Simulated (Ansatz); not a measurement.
Sn: pressure series

Consider Sn in the diamond structure (space group Fd-3m, No. 227; a = 6.566 Å).

Cell and atoms are relaxed at each pressure.

Computed with r2SCAN (Ansatz, a quantum-chemistry and plane-wave program; PAW; 500 eV plane waves; spin-orbit coupling left out).

Notes on the quantities. enthalpy: H = E + PV relative to the base's energy.

| change | enthalpy | lattice parameter a |
|---|---|---|
| base | – | 6.566 Å |
| pressure −2 GPa | -0.45 eV/atom | 6.685 Å |
| pressure −1 GPa | -0.22 eV/atom | 6.621 Å |
| pressure 0.9 GPa | +0.20 eV/atom | [?] |
| pressure 2.1 GPa | +0.45 eV/atom | [?] |
| pressure 4.5 GPa | +0.95 eV/atom | 6.383 Å |
| pressure 9 GPa | +1.83 eV/atom | [?] |
| pressure 15 GPa | +2.94 eV/atom | 6.121 Å |
| pressure 22.5 GPa | +4.24 eV/atom | 5.996 Å |
| pressure 30 GPa | +5.47 eV/atom | 5.896 Å |

**Question.** Fill in the withheld entries from the trend.

**Answer.** 
- pressure 0.9 GPa, lattice parameter a: 6.523 Å
- pressure 2.1 GPa, lattice parameter a: 6.471 Å
- pressure 9 GPa, lattice parameter a: 6.252 Å

Load acts through the strain it causes; cell and atoms are relaxed under it. Whether these cells are dynamically stable was not tested. Tetrahedral semiconductors of this kind turn to denser phases somewhere between about 1 and 50 GPa; those were not computed, so compressed cells here can lie past the real transition.
